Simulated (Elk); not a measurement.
Worked example: self-consistent single point of YGa3 (Pm-3m, 4 atoms in the cell) in Elk.

Computed with PBEsol, all-electron FP-LAPW, Elk's shipped species files, default APW+lo basis run with Elk.

```yaml
crystal:
  lattice:
    - [4.25506, 0.00000, 0.00000]
    - [0.00000, 4.25506, 0.00000]
    - [0.00000, 0.00000, 4.25506]
  atoms:
    - { symbol: Y, position: [0.00000, 0.00000, 0.00000] }
    - { symbol: Ga, position: [0.00000, 0.50000, 0.50000] }
    - { symbol: Ga, position: [0.50000, 0.00000, 0.50000] }
    - { symbol: Ga, position: [0.50000, 0.50000, 0.00000] }
```

Reference input (self-consistent single point, DFT, PBEsol, all-electron FP-LAPW, Elk's shipped species files, default APW+lo basis): xctype = 22; swidth = 0.00499791 Ha; ngridk = 5 5 5; maxscl = 100. This run's input differs from it in these lines:

```diff
@@ -5,2 +5,5 @@
   22
+
+lmaxapw
+  9
```

The program printed (abridged):

```
│ Self-consistent loop started │
│ Loop number : 1 │
 total energy                :     -9213.52302055
│ Loop number : 2 │
 total energy                :     -9213.67935453
RMS change in Kohn-Sham potential (target) :   0.1409123147     (  0.1000000000E-05)
Absolute change in total energy (target)   :   0.1563339812     (  0.1000000000E-03)
│ Loop number : 3 │
 total energy                :     -9213.66874396
RMS change in Kohn-Sham potential (target) :   0.1389062666     (  0.1000000000E-05)
Absolute change in total energy (target)   :   0.2847292215E-01 (  0.1000000000E-03)
│ Loop number : 4 │
   [... lines left out ...]
Absolute change in total energy (target)   :   0.5407310582E-03 (  0.1000000000E-03)
│ Loop number : 13 │
 total energy                :     -9211.95492757
RMS change in Kohn-Sham potential (target) :   0.1569534202E-06 (  0.1000000000E-05)
Absolute change in total energy (target)   :   0.1606103142E-03 (  0.1000000000E-03)
│ Loop number : 14 │
 total energy                :     -9211.95493826
RMS change in Kohn-Sham potential (target) :   0.9585523833E-07 (  0.1000000000E-05)
Absolute change in total energy (target)   :   0.2946111636E-04 (  0.1000000000E-03)
Convergence targets achieved

│ Loop number : 15 │

Energies :
 Fermi                       :     0.255837228857
 total energy                :     -9211.95495135

Density of states at Fermi energy :    51.89284811
 (states/Hartree/unit cell)

Estimated indirect band gap :   0.7067425527E-02
 from k-point      6 to k-point      5
Estimated direct band gap   :   0.4538357099E-01
 at k-point      5

Charges :
 core                        :    82.00000000
 valence                     :    50.00000000
 interstitial                :    6.136872850
 muffin-tins (core leakage)
  species :    1 (Y)
   atom    1                 :    36.94630372     (  0.9116605245E-05)
  species :    2 (Ga)
   atom    1                 :    29.63894114     (  0.7606806246E-03)
   atom    2                 :    29.63894114     (  0.7606806246E-03)
   atom    3                 :    29.63894114     (  0.7606806246E-03)
 total in muffin-tins        :    125.8631272
 total calculated charge     :    131.9841052
 total charge                :    132.0000000
 error                       :   0.1589475868E-01

│ Self-consistent loop stopped │
```

The run converged in 15 iterations. The count includes the last loop, which Elk runs after its targets are met. Against the reference run the free energy rises by 1.1 meV/atom.

The starting cell comes from a database of computed structures (which also holds hypothetical and non-ambient phases and stackings), without a prior relaxation at this level. Values depend on the basis (sphere radii, cutoffs, local orbitals), which need not be converged. The log's line on a gap gives a spacing of levels on this mesh, which the program prints for metals too.
